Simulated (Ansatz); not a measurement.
# Ge₂Sb₂Te₅ (space group P-3m1, No. 164)

Ge2Sb2Te5 is modelled in the trigonal space group P-3m1 (No. 164), Pearson symbol hP9. Conventional cell: a = 4.2671 Å, b = 4.2671 Å, c = 17.6209 Å, α = 90.00°, β = 90.00°, γ = 120.00°. Te1 on 1a is surrounded by 6 Ge at 3.006 Å (octahedral). Ge on 2d sees 6 Te at 2.982–3.006 Å (octahedral). Te2 on 2d has 3 Ge at 2.982 Å and 3 Sb at 3.192 Å (octahedral). Sb on 2c is coordinated by 3 Te at 2.994 Å and 3 Te at 3.192 Å (octahedral). Te3 on 2d is coordinated by 3 Sb at 2.994 Å (trigonal pyramidal). (Neighbours: up to the widest gap in distance over summed covalent radii, below 1.35, at either atom.)

The values are results of r2SCAN in Ansatz (plane waves to 500 eV, PAW, spin-orbit coupling left out), earlier PAW set, not measurements. Settings: 9×9×2 k-points, 0.05 eV Fermi–Dirac smearing.

| Property | Result |
|---|---|
| Volume per atom | 30.87 Å³ |
| Density | 6.14 g/cm³ |
| Band gap | 0.52 eV, indirect, Γ → K–Γ (87 % along) |
| Hole mass | 0.54 mₑ along c, 0.096 mₑ across |
| Total energy | -6286.601 eV/atom (σ→0; compares only within this code and set-up) |

With Sb and Te present, leaving out spin-orbit coupling can change the band edges. Effective masses come from finite differences of ±0.01 Å⁻¹. No phonon test of stability was made.

Ansatz is a first-principles code.
